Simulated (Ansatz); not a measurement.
# H2 on graphene, one in a 3x3 cell, started at the site 'hollow C-C-C-C-C-C'

All values below come from PBE with D3(BJ) dispersion (plane waves to 420 eV, PAW; Ansatz, a quantum-chemistry and plane-wave program).

Set-up: 20 atoms; mesh 4x4x1; 0.05 eV smearing; dipole correction on; 1 atoms held, the rest relaxed; no symmetry held; no spin, no spin-orbit, no U. At the end no host atom lies within bonding distance. In D3-corrected PBE it is, or lies within 0.03 eV of, the lowest of the starts that converged.

```json
{
 "adsorption energy against H2(g)": "-1.49 kcal/mol",
 "work_function_of_the_top_face": "4.27 eV",
 "change_of_the_work_function": "0.022 eV",
 "change_of_the_step_from_the_bottom_to_the_top_vacuum_level_against_the_clean_slab": "0.019 eV",
 "energy_released_by_relaxation": "1.55 eV",
 "height of the binding atom over the mean of the host atoms within 0.3 Å of the top one": "2.998 Å",
 "nearest_host_atoms_of_the_binding_atom": "C at 3.20 Å, C at 3.20 Å, C at 3.34 Å",
 "largest_move_of_a_host_atom": "0.00 Å",
 "cost": "roughly 4 core-minutes"
}
```

A negative adsorption energy means that the adsorbate is more stable on the surface than in its reference.
